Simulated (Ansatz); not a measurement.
## Ge: Ge → Pb

Base system: Ge in the diamond structure (space group Fd-3m, No. 227; a = 5.6746 Å).

Now apply this change: full substitution Ge → Pb, then cell and atoms are relaxed.

Computed with Kohn–Sham DFT with the r2SCAN functional, run in Ansatz (a first-principles code) with PAW and 500 eV plane waves, without spin-orbit coupling. Settings: 12×12×12 k-points, 0.05 eV Fermi–Dirac smearing, for the changed cell.

```tsv
quantity	base	changed	shift
volume per atom	22.84 Å³	42.00 Å³	+19.16 Å³
density	5.28 g/cm³	8.19 g/cm³	+2.91 g/cm³
lattice parameter a	567.5 pm	695.2 pm	+127.7 pm
space group	Fd-3m (No. 227)	Fd-3m (No. 227)	–
shortest interatomic distance	245.7 pm	301.0 pm	+55.3 pm
band gap	0.36 eV	zero	–
```

Final structure:

```
Pb
1.0
    0.00000     3.47594     3.47594
    3.47594     0.00000     3.47594
    3.47594     3.47594     0.00000
Pb
2
Direct
  0.00000   0.00000   0.00000
  0.25000   0.25000   0.25000
```

Stability against distortions was not tested. For Pb in this form, whether it has been made was not checked. The real Ge has an indirect gap at ambient pressure; r2SCAN orders its close-lying valleys differently. This is not the structure that Pb has at room temperature and ambient pressure.
